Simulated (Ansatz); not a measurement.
Ansatz (a program for electronic structure) run on CaSe (F-43m, 2 atoms in the cell): self-consistent single point.

Computed with HSE06 (plane waves, PAW; Ansatz).

```
CELL_PARAMETERS angstrom
      0.00000     3.30000     3.30000
      3.30000     0.00000     3.30000
      3.30000     3.30000     0.00000
ATOMIC_POSITIONS crystal
  Ca 0.00000 0.00000 0.00000
  Se 0.75000 0.75000 0.75000
```

Reference input (self-consistent single point, DFT, HSE06, plane waves, default PAW files made with PBE): basis.ecutwfc = 420 eV; kpoints.mp_grid.grid = 5 5 5; hamiltonian.xc = hse06; hamiltonian.pseudopotentials = {kind: paw} (the program's default PAW files); scf.occupations.method = fixed. This run's input differs from it in these lines:

```diff
@@ -18,2 +18,3 @@
   occupations: { method: fixed }
+  algorithm: direct_min
 output:
```

Output, abridged:

```
Error: scf.algorithm: direct_min / scf.convergence.dm_fallback with hamiltonian.xc: <hybrid> without scf.eigensolver.kind.support_functions — direct minimisation on plane waves has no term of exact exchange; use an LDA or a GGA, or take scf.algorithm: direct_min and scf.convergence.dm_fallback out of the deck
```

The program stopped before any SCF iteration. 

The starting cell comes from a database of computed structures (which also holds hypothetical and non-ambient phases and stackings), without a prior relaxation at this level.

Keys are those of Ansatz 0.2.
